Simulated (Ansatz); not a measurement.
Consider Na in the bcc (W type) structure (space group Im-3m, No. 229; a = 4.1993 Å; relaxed with 0.1 eV smearing).

All numbers come from PBE (Ansatz, an electronic-structure program, PAW, no SOC).

Base values:

The pressure is 0.0 GPa.

It is then changed as follows: the cell is scaled by 0.9950 in all directions, atoms relaxed at fixed cell.

### Question
Predict the new energy relative to the base.

### Answer
The energy hardly moves.

### Question
How does this affect the pressure?

### Answer
The pressure hardly moves (0.0 GPa against 0.1 GPa).

The cells carry an imposed strain or load. No phonon test of stability was made.
